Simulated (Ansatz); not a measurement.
# NaSrH3 (model structure, from the KMgH3 type, Pm-3m, No. 221): band gap by level of theory

No measured value is used here.

```
level (code)              value (eV)
-------------------  ---------------
LDA (Ansatz)                    1.66
PBE+SOC (Ansatz)     1.89 (indirect)
PBEsol+SOC (Ansatz)  1.77 (indirect)
r²SCAN+SOC (Ansatz)  2.41 (indirect)
HSE06+SOC (Ansatz)   2.89 (indirect)
PBE0 (Ansatz)                   3.63
```

Computed values are for a static lattice. Spin–orbit coupling is included only where a level's name says +SOC; with heavier elements it mostly lowers gaps and can invert bands.  Values are at the PBEsol cell. Cutoffs and k meshes differ between the levels. Ansatz's density-functional and Hartree–Fock values are scalar-relativistic unless marked +SOC, with PAW data made under PBE.

A model structure was made by putting elements into a prototype or built by hand; it is no filed structure, need not be a known phase, and can be a saddle point held by its symmetry.

Ansatz is a first-principles code.
